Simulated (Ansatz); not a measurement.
System: Ru (model structure, started from the simple cubic type, Pm-3m, No. 221, 1 atoms in the cell). Method: r²SCAN in Ansatz (plane waves, PAW).

Numerical settings: plane-wave cutoff 560 eV, 22×22×22 k mesh, Fermi–Dirac smearing 0.05 eV, no spin polarisation, scalar-relativistic PAW data made under PBE.

Cell (relaxed at this level):

```
Ru
1.0
    2.49184     0.00000     0.00000
    0.00000     2.49184     0.00000
    0.00000     0.00000     2.49184
Ru
1
Cartesian
  0.00000   0.00000   0.00000
```

Question: Predict the bulk modulus B0.

Answer: 
bulk modulus B0: 241 GPa

Note: the run has no spin polarisation, so it can have missed a magnetic state; the bulk modulus is −V dP/dV from two relaxed cells at ±2 % in volume; the relaxation could raise the start's symmetry but not lower it, so the cell can be a saddle point.

Computed values are for the static lattice.

A model structure was made by putting elements into a prototype or built by hand; it is no filed structure, need not be a known phase, and can be a saddle point held by its symmetry.

Ansatz is a program for electronic structure.
